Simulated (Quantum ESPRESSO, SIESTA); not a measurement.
A SIESTA input for a self-consistent single point of PtS2 (P-3m1, 3 atoms in the cell) (DFT, LDA PW92, numerical atomic orbitals DZP, PseudoDojo LDA standard norm-conserving potentials (rewritten from UPF to PSML)):

```
# files in the folder: Pt.psml S.psml (PseudoDojo LDA standard)
SystemName  PtS2
SystemLabel PtS2

NumberOfAtoms                3
NumberOfSpecies              2
%block ChemicalSpeciesLabel
  1 78 Pt
  2 16 S
%endblock ChemicalSpeciesLabel
LatticeConstant              1.0 Ang
%block LatticeVectors
     1.791063000   -3.102212000    0.000000000
     1.791063000    3.102212000    0.000000000
     0.000000000    0.000000000    5.099976000
%endblock LatticeVectors
AtomicCoordinatesFormat      Fractional
%block AtomicCoordinatesAndAtomicSpecies
     0.000000000    0.000000000    0.000000000  1
     0.333333330    0.666666670    0.230000000  2
     0.666666670    0.333333330    0.770000000  2
%endblock AtomicCoordinatesAndAtomicSpecies

XC.functional                LDA
XC.authors                   PW92
PAO.BasisSize                DZP
PAO.EnergyShift              0.005 Ry
MeshCutoff                   300 Ry
%block kgrid.MonkhorstPack
    6   0   0  0.0
    0   6   0  0.0
    0   0   4  0.0
%endblock kgrid.MonkhorstPack
OccupationFunction           FD
ElectronicTemperature        0.02 eV

MaxSCFIterations             150
SCF.Mixer.Method             Pulay
SCF.Mixer.Weight             0.25
SCF.Mixer.History            8
SCF.DM.Tolerance             1.0E-04
Diag.ParallelOverK           true
WriteForces                  true
```

Q: Write the same calculation as an input for Quantum ESPRESSO.

A: One input that does it (others would too):

```fortran
&control
  calculation = 'scf',
  outdir = './tmp',
  pseudo_dir = './',
  tprnfor = .true.,
  tstress = .true.,
/
&system
  ibrav = 4,
  celldm(1) = 6.76923696,
  celldm(3) = 1.4237288401,
  nat = 3,
  ntyp = 2,
  ecutwfc = 40,
  ecutrho = 320,
  occupations = 'smearing',
  smearing = 'fermi-dirac',
  degauss = 0.00147,
/
&electrons
  conv_thr = 1.0d-9,
  mixing_beta = 0.7,
/
ATOMIC_SPECIES
Pt   195.0840  pt_lda_v1.4.uspp.F.UPF
S     32.0600  s_lda_v1.4.uspp.F.UPF
ATOMIC_POSITIONS crystal
Pt    0.00000000    0.00000000    0.00000000
S     0.33333333    0.66666667    0.23000000
S     0.66666667    0.33333333    0.77000000
K_POINTS automatic
6 6 4  0 0 0
```

Basis, cutoffs, solver keys and any potentials are the target program's own. This input uses DFT, LDA (PZ), plane waves, GBRV 1.5 ultrasoft (LDA) pseudopotentials. LDA parametrisations can differ slightly between programs.

The starting cell has typed, rounded lattice constants, without a prior relaxation at this level. Its lattice was rescaled by a random factor within 2.5 % of one.
